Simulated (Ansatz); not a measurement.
Ansatz (a quantum-chemistry and plane-wave program), DFT, HSE06, plane waves, its default PAW files: diamond-structure Si, atoms displaced (Si16), 16 atoms. Basis and mesh were picked for this test and aren't claimed converged.

```json
{
 "cell": "7.68, 7.68, 7.68 Å; 60, 60, 60°",
 "distance_to_the_nearest_atom": "2.26 to 2.34 Å",
 "task": "single point",
 "k mesh": "2×2×2",
 "hamiltonian.xc": "hse06",
 "kind_of_files": "paw",
 "scf.occupations.method": "fixed",
 "output.forces": "true",
 "memory maximum (--max-ram)": "200GiB",
 "accuracy": "medium (default)",
 "basis.precision": "auto (default)",
 "basis.xc_grid": "2 (default)",
 "scf.eigensolver.kind": "auto (default)",
 "scf.mixing.algorithm": "auto (default)",
 "scf.mixing.preconditioner": "auto (default)",
 "scf.convergence.dr2_threshold": "1e-07 (default)",
 "scf.lower_state_search": "light (default)",
 "k-points after symmetry": "8",
 "bands_at_the_start": "48",
 "electrons": "64",
 "plane waves at Γ": "6231",
 "cutoff (eV)": "420",
 "FFT grid": "54×54×54",
 "symmetry_operations": "1"
}
```

It runs on a single node (Arm Neoverse V2, 96 cores on 1 socket, no SMT, 1 L3 cache group).

Wall times, medians of two to five repeats, each run alone on the node (launch to exit). Processes are pinned to neighbouring cores unless said otherwise. Build: release build for Arm (Neoverse V2), one process with threads. Other compilers and libraries give other times. Scratch files lie in a memory file system.

Started as
```bash
OMP_NUM_THREADS=88 ANSATZ_TIMINGS=1 ansatz run --backend cpu --threads 88 --max-ram 200GiB --events-out run.ndjson --runs-dir run.runs --progress --plain run.yaml
```
(88 threads, scf.exx.build = auto (default)) it takes 4.5 s and 17 SCF iterations (all cycles of the run, searches included).

### Question
How long does it take after this change: scf.exx.build = pair_densities?

### Answer
About 15 s (3 runs within 1 %): 3.2× as long. Change in the result: energy under 0.001 meV/atom, forces (largest component) under 0.001 meV/Å.

Keys are those of Ansatz 0.2.
